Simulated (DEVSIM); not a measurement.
Structure: Mo/AlN/n-In0.53Ga0.47As capacitor, at 450 K.

Layer 1 from the left is AlN, thickness (nm) 12.0. Layer 2 from the left is In0.53Ga0.47As, thickness (nm) 4100, Nd (cm⁻³) 1.9e16.

Metal gate on the left, work function 4.6 eV. Fixed charge at the semiconductor interface 4.4e11 cm⁻² (in units of +e); no interface traps.

This is a model device: material constants are rounded textbook-type values typed into the input, and sizes, dopings and lifetimes were drawn at random. Values at 300 K; Nc and Nv go as T^1.5, mobilities as T to minus their exponent, the gap by Varshni's rule with the affinity fixed.

AlN: gap (eV) 6.1, affinity (eV) 1.9, permittivity 8.5. In0.53Ga0.47As: gap (eV) 0.74, affinity (eV) 4.51, permittivity 13.9, Nc (cm⁻³) 2.1e17, Nv (cm⁻³) 7.7e18, Varshni α (eV/K) 0.00035, Varshni β (K) 190.

Model (solved in DEVSIM): 1D Poisson equation in equilibrium, Boltzmann statistics, complete ionisation; no quantum confinement or tunnelling. Metal contacts follow the ideal Schottky-Mott rule: no Fermi-level pinning, no interface dipoles.

Task: What does the simulation give for the flat-band voltage, the minimum of the low-frequency capacitance, the threshold voltage (band bending 2φF)?

Result: flat-band voltage -0.14 V; minimum of the low-frequency capacitance 0.0917 μF/cm²; threshold voltage (band bending 2φF) -0.54 V.
